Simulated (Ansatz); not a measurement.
Lattice constant a of HfS₂ (model structure, from the fluorite type, Fm-3m, No. 225) at several levels of theory

No measured value is used here.

```
level (code)         value (Å)
-------------------  ---------
PBE (Ansatz)               ___
PBEsol (Ansatz)          6.157
PBE-D3(BJ) (Ansatz)      6.175
```

**Question.** What belongs in the gaps?

**Answer.** 
- PBE (Ansatz, a first-principles code), value (Å): 6.234

Density-functional levels without +SOC have no spin–orbit coupling. Ansatz's density-functional and Hartree–Fock values are scalar-relativistic unless marked +SOC, with PAW data made under PBE.

A model structure was made by putting elements into a prototype or built by hand; it is no filed structure, need not be a known phase, and can be a saddle point held by its symmetry.
